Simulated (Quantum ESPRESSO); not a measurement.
# Short convergence ladders for BaTiO3 (Amm2, 5 atoms in the cell)

```yaml
crystal:
  lattice:
    - [4.00325, 0.00000, 0.00000]
    - [0.00000, 2.87691, 2.88972]
    - [0.00000, -2.87691, 2.88972]
  atoms:
    - { symbol: Ba, position: [0.00000, 0.01206, 0.01206] }
    - { symbol: Ti, position: [0.50000, 0.51850, 0.51850] }
    - { symbol: O, position: [0.50000, 0.97843, 0.49135] }
    - { symbol: O, position: [0.50000, 0.49135, 0.97843] }
    - { symbol: O, position: [0.00000, 0.48820, 0.48820] }
```

Base method: LDA (PW92), PseudoDojo standard norm-conserving (LDA) pseudopotentials (plane waves; Quantum ESPRESSO).

Base settings: ecutwfc = 85 Ry; occupations = fixed; potentials = {Ba: Ba.upf, Ti: Ti.upf, O: O.upf}; K_POINTS = automatic 3 3 3 0 0 0; nbnd = 26; conv_thr = 1e-10 Ry; mixing_beta = 0.7.

The count of work is k-points × plane waves × bands × iterations; it is no time. Core times come from one kind of shared machine, to one figure; runs under 30 s give none.

**Shifted k-point meshes**

Shifted meshes do not hold Γ, so a gap read on them misses any band edge there.

Only quantities that move along the ladder and can be compared are tabulated.

```csv
K_POINTS,free energy less the last step's (meV/atom),pressure (GPa),largest difference of a force vector from the last step's (eV/Å),gap on the mesh (eV),count of work / last,core time / last (rough)
automatic 2 2 2 1 1 1,-39.22,-11.79,1.325,3.802,0.0079,–
automatic 4 4 4 1 1 1,-0.45,-11.56,0.055,2.632,0.048,0.05
automatic 6 6 6 1 1 1,0.01,-11.57,0.001,2.379,0.13,0.2
automatic 7 7 7 1 1 1,0.00,-11.57,0.000,2.239,0.25,0.2
automatic 9 9 9 1 1 1,0.00,-11.57,0.000,2.194,0.50,0.5
automatic 12 12 12 1 1 1,0.00,-11.57,0.000,2.187,1.0,1
```

Coarsest K_POINTS that holds the forces within 0.02 eV/Å of the last step, with all finer ones: automatic 6 6 6 1 1 1, at 0.13 of the last step's count of work and about 0.2 of the last step's time; the step before is off by 0.055 eV/Å.

Coarsest K_POINTS that holds the free energy within 2 meV/atom of the last step, with all finer ones: automatic 4 4 4 1 1 1, at 0.048 of the last step's count of work and about 0.05 of the last step's time; the step before is off by 39 meV/atom.

Coarsest K_POINTS that holds the pressure within 0.05 GPa of the last step, with all finer ones: automatic 4 4 4 1 1 1, at 0.048 of the last step's count of work and about 0.05 of the last step's time; the step before is off by 0.22 GPa.

**The SCF threshold**

The mesh stays at the base's, so the ladder's end is converged at best in this setting alone.

Only quantities that move along the ladder and can be compared are tabulated; the gap is left out on so coarse a mesh.

```tsv
conv_thr	free energy less the last step's (meV/atom)	largest difference of a force vector from the last step's (eV/Å)	count of work / last
0.0073 Ry	12.05	0.210	0.33
7.3e-05 Ry	0.01	0.005	0.56
7.3e-07 Ry	0.00	0.001	0.67
7.3e-09 Ry	0.00	0.000	0.78
1e-10 Ry	0.00	0.000	0.78
7.3e-12 Ry	0.00	0.000	0.89
7.3e-14 Ry	0.00	0.000	1.0
```

Coarsest conv_thr that holds the free energy within 0.5 meV/atom of the last step, with all finer ones: 7.3e-05 Ry; the step before is off by 12 meV/atom.

Coarsest conv_thr that holds the forces within 0.01 eV/Å of the last step, with all finer ones: 7.3e-05 Ry; the step before is off by 0.21 eV/Å.

On the base run: the starting cell comes from a database of computed structures (which also holds hypothetical and non-ambient phases and stackings), without a prior relaxation at this level. Its lattice was rescaled by up to half a per cent. One atom was moved a little off its site on purpose. In the base run, with a pressure of about -11 GPa the cell is away from its equilibrium volume at this level. Another mesh or the band path of this cell gives a smaller gap, so this value is not converged in the mesh.
